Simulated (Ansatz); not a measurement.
## HfO2: pressure series

Take HfO2 (space group P2_1/c, No. 14) as the base.

HfO2 is modelled in the monoclinic space group P2₁/c (No. 14), Pearson symbol mP12. Conventional cell: a = 5.162 Å, b = 5.213 Å, c = 5.353 Å, α = 90.00°, β = 99.66°, γ = 90.00°. Hf on 4e is coordinated by 7 O at 2.052–2.271 Å. O1 on 4e is surrounded by 3 Hf at 2.052–2.150 Å. O2 on 4e sees 4 Hf at 2.156–2.271 Å. (Neighbours: up to the widest gap in distance over summed covalent radii, below 1.35, at either atom; cation-cation and far metal-metal contacts left out.)

Cell and atoms are relaxed at each pressure.

Level of theory: PBE (Ansatz, an electronic-structure program; PAW; 420 eV plane waves; spin-orbit coupling left out), earlier PAW set.

Computed cases, in order: pressure −1 GPa; 0 GPa (base); pressure 0.9 GPa; pressure 2.1 GPa; pressure 4.5 GPa; pressure 9 GPa; pressure 22.5 GPa; pressure 30 GPa.

### Question
Between which two neighbouring cases does the gap turn between direct and indirect?

### Answer
Between pressure 9 GPa (4.24 eV, indirect, Γ–A (14 % along) → Y₂) and pressure 22.5 GPa (4.73 eV, direct at Γ). The whole series: pressure −1 GPa: 4.04 eV, indirect, Γ → Y₂; 0 GPa (base): 4.04 eV, indirect, Γ → Y₂; pressure 0.9 GPa: 4.04 eV, indirect, Γ → Y₂; pressure 2.1 GPa: 4.04 eV, indirect, Γ → Y₂; pressure 4.5 GPa: 4.06 eV, indirect, Γ → Y₂; pressure 9 GPa: 4.24 eV, indirect, Γ–A (14 % along) → Y₂; pressure 22.5 GPa: 4.73 eV, direct at Γ; pressure 30 GPa: 4.70 eV, direct at Y₂.

Spin-orbit coupling, missing from the scalar runs, can matter with Hf. Load acts through the strain it causes; cell and atoms are relaxed under it. Whether these cells are dynamically stable was not tested. No other phases were tried under pressure.
